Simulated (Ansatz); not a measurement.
The starting structures come from a database of crystals and need not be the phases stable at ambient conditions.

Consider the following.

```xyz
16
Lattice="5.1810 0.0000 0.0000 0.0000 6.3407 0.0000 0.0000 0.0000 4.7424" Properties=species:S:1:pos:R:3 pbc="T T T"
Li     2.0886     3.8874     4.7397
Li     3.0924     2.4533     2.3685
Li     0.5019     3.8874     2.3685
Li     4.6791     2.4533     4.7397
Si     3.0094     5.5747     2.4230
Si     2.1716     0.7660     0.0518
Si     4.7621     5.5747     0.0518
Si     0.4189     0.7660     2.4230
N      3.1537     5.7976     0.6967
N      2.0273     0.5431     3.0678
N      4.6178     5.7976     3.0678
N      0.5632     0.5431     0.6967
O      4.9715     2.1864     2.8110
O      0.2095     4.1543     0.4398
O      2.8000     2.1864     0.4398
O      2.3810     4.1543     2.8110
```

The cell is taken as given.

Transport runs along the normal of the first two printed cell vectors.

The gap is the functional's own, uncorrected, and κ follows it; spin-orbit coupling is left out. Mid-gap means the computed energy nearest the middle.

Task: Compute, with Ansatz (a program for electronic structure) with r2SCAN, the band gap and the smallest decay constant κ at mid-gap.

Result: Gap 6.19 eV on a 6×6×6 mesh; κ = 0.400 1/Å, at the zone centre.
